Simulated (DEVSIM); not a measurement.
System: abrupt Si p-n junction, at 500 K.

Layer 1 from the left is Si, thickness (μm) 7.30, Na (cm⁻³) 1.5e16, τn (s) 1.9e-7, τp (s) 1.9e-7. Layer 2 from the left is Si, thickness (μm) 4.70, Nd (cm⁻³) 4.5e15, τn (s) 1.9e-7, τp (s) 1.9e-7.

Left contact: ohmic. Right contact: ohmic. Voltage is applied to the left contact. Recombination: SRH at mid-gap, radiative. Mobility is constant in doping.

Constants are typed, rounded textbook-type inputs, not results; the design itself was drawn at random and stands for no fabricated device. Values at 300 K; Nc and Nv go as T^1.5, mobilities as T to minus their exponent, the gap by Varshni's rule with the affinity fixed.

Si: gap (eV) 1.124, affinity (eV) 4.05, permittivity 11.7, Nc (cm⁻³) 2.86e19, Nv (cm⁻³) 3.1e19, μn (cm²/Vs) 1417, μp (cm²/Vs) 470, T exponent of μn 2.3, T exponent of μp 2.2, B (cm³/s) 4.7e-15, Varshni α (eV/K) 0.000473, Varshni β (K) 636.

Problem. Estimate by hand the capacitance at -6 V, and compare with a numerical solution.

Solution. 
- Capacitance at -6 V: C = √(qεN / 2(Vbi + |V|)) = 6.76 nF/cm²; numerical 6.82 nF/cm² (estimate below by 0.89 %).

DEVSIM, 1D drift-diffusion, Boltzmann statistics, complete ionisation; no tunnelling, impact ionisation, image-force lowering or self-heating.
